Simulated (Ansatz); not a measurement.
CsCl-type RuAl, treated with PBEsol (PAW; Ansatz, a program for electronic structure).

Numerical settings: plane-wave cutoff 520 eV, 22×22×22 k mesh, Fermi–Dirac smearing 0.058 eV (set by the program), no spin polarisation, scalar-relativistic PAW data made under PBE.

The cell has the measured lattice: a = 2.9916 Å, b = 2.9916 Å, c = 2.9916 Å, α = 90.00°, β = 90.00°, γ = 90.00°.

Question: Predict the Voigt–Reuss–Hill shear modulus (Hill average), elastic constant C44, Poisson ratio, elastic constant C11 and elastic constant C12.

Answer: 
- Voigt–Reuss–Hill shear modulus (Hill average) = 110 GPa
- elastic constant C44 = 130 GPa
- Poisson ratio = 0.273
- elastic constant C11 = 318 GPa
- elastic constant C12 = 148 GPa

Note: the cell isn't this level's own, so it is under some stress, which shifts stiffness and frequencies.

Elastic constants are with the ions relaxed.

The computed numbers hold no vibrational or temperature effects.

The result took very roughly 4 core-minutes.
